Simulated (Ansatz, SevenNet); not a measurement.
For Si₃N₄ (P6₃/m, No. 176), the machine-learned potential SevenNet-l3i5 (trained on PBE and PBE+U data) gives:

```
Quantity               Value
-------------------  -------
lattice parameter a  7.659 Å
c axis length        2.925 Å
```

What does r²SCAN+rVV10 (Ansatz, a first-principles code, plane waves, PAW) give for the same quantities?


- lattice constant a: 7.597 Å (decreases by 0.8 %)
- lattice parameter c: 2.903 Å (drops by 0.8 %)

Changes are worked out from the printed values.

Unless a cell is named, each level is at its own relaxed cell (SevenNet-l3i5 10.62, r²SCAN+rVV10 10.36 Å³/atom).

Ansatz's density-functional and Hartree–Fock values are scalar-relativistic unless marked +SOC, with PAW data made under PBE.
